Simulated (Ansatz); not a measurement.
Consider interstitial Na in monoclinic ZrO2 strained by +1.5 % along x and y, z held, charge state +1. Level of theory: PBE, PAW (plane waves to 420 eV; Ansatz, a first-principles code).

Settings: 96 host sites, the strained lattice (strain from the relaxed PBE one, atoms relaxed), the Γ point alone, smearing 0.01 eV, spin-restricted, no image-charge correction. No zero-point or tunnelling terms. The charge state is imposed; whether it is stable for some Fermi level was not computed. Sites that were not tried may lie lower.

Barriers: single points on a 2×2×2 k-point mesh shifted by half a step at the bands' geometries.

The step: a direct jump of one Na atom. Atoms about the jump, Cartesian Å from the middle of the jump, before and after:

| atom | x0 | y0 | z0 | x1 | y1 | z1 |
|---|---|---|---|---|---|---|
| Na1 | 0.65 | -0.26 | 0.39 | -0.65 | 0.26 | -0.39 |
| O2 | -0.59 | -1.85 | 0.88 | -0.51 | -1.72 | 0.80 |
| O3 | 0.51 | 1.72 | -0.80 | 0.59 | 1.85 | -0.88 |
| O4 | -0.07 | 0.98 | 1.91 | -0.01 | 0.90 | 1.81 |
| O5 | 0.01 | -0.90 | -1.81 | 0.07 | -0.98 | -1.91 |
| Zr6 | 1.87 | 0.28 | -1.76 | 1.88 | 0.24 | -1.64 |
| Zr7 | -1.88 | -0.24 | 1.64 | -1.87 | -0.28 | 1.76 |
| O8 | 2.47 | -1.29 | -0.24 | 2.44 | -1.27 | -0.17 |
| O9 | -2.44 | 1.27 | 0.17 | -2.47 | 1.29 | 0.24 |
| Zr10 | 1.28 | 2.49 | 1.11 | 1.26 | 2.43 | 1.10 |
| Zr11 | -1.26 | -2.43 | -1.10 | -1.28 | -2.49 | -1.11 |
| O12 | 2.85 | 1.27 | 0.09 | 2.88 | 1.30 | 0.11 |
| O13 | -2.88 | -1.30 | -0.11 | -2.85 | -1.27 | -0.09 |

Q: Predict the transition state.

A: 
| atom | x | y | z |
|---|---|---|---|
| Na1 | 0.00 | 0.00 | 0.00 |
| O2 | -0.59 | -1.82 | 0.88 |
| O3 | 0.58 | 1.82 | -0.87 |
| O4 | -0.02 | 0.95 | 1.89 |
| O5 | 0.01 | -0.94 | -1.88 |
| Zr6 | 1.92 | 0.27 | -1.72 |
| Zr7 | -1.93 | -0.27 | 1.72 |
| O8 | 2.39 | -1.24 | -0.18 |
| O9 | -2.40 | 1.24 | 0.19 |
| Zr10 | 1.28 | 2.47 | 1.11 |
| Zr11 | -1.29 | -2.47 | -1.10 |
| O12 | 2.89 | 1.30 | 0.09 |
| O13 | -2.89 | -1.30 | -0.09 |
It lies 0.15 eV above the start and 0.15 eV above the end. The saddle point's order was not checked, and it lies on a symmetry element of the cell, where a band can be held.
